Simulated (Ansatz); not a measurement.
Cost and result by functional for the surface energy of the (110) surface of fcc Au in its 1x1 cell (the real clean face reconstructs), outermost plane spacing 1.47 Å in the ideal cut, in Ansatz (plane waves, PAW). Single points on the PBE structure, on one kind of machine; costs are rough ratios of the slab run's core time (references not counted) to the cheapest single point. r2SCAN's cost holds its higher cutoff (500 against 420 eV). Differences are taken against r2SCAN for comparison alone: no measured value is at hand, so the table doesn't rank accuracy.

Slab: 8 atoms, 10.3 Å thick at the start (thin: gaps and levels are the slab's own); k 13x9x1, smearing 0.1 eV, dipole-corrected; all atoms relaxed; held to the start's symmetry, so lower structures may exist; no spin, no spin-orbit, no U. These notes are the PBE run's.

| functional | relative cost | surface energy (J/m²) | less r2SCAN (J/m²) |
|---|---|---|---|
| RPBE | 1 | 0.68 | -0.43 |
| PBEsol | 1 | 1.25 | 0.15 |
| LDA | 1 | 1.42 | 0.32 |
| r2SCAN | 2 | 1.10 | 0.00 |
| PBE (the relaxed run's value) | – | 0.91 | -0.19 |

The values span 0.75 J/m², while the single points' costs differ by a factor of roughly 2. Differences are of unrounded values.

Ansatz is a program for electronic structure.
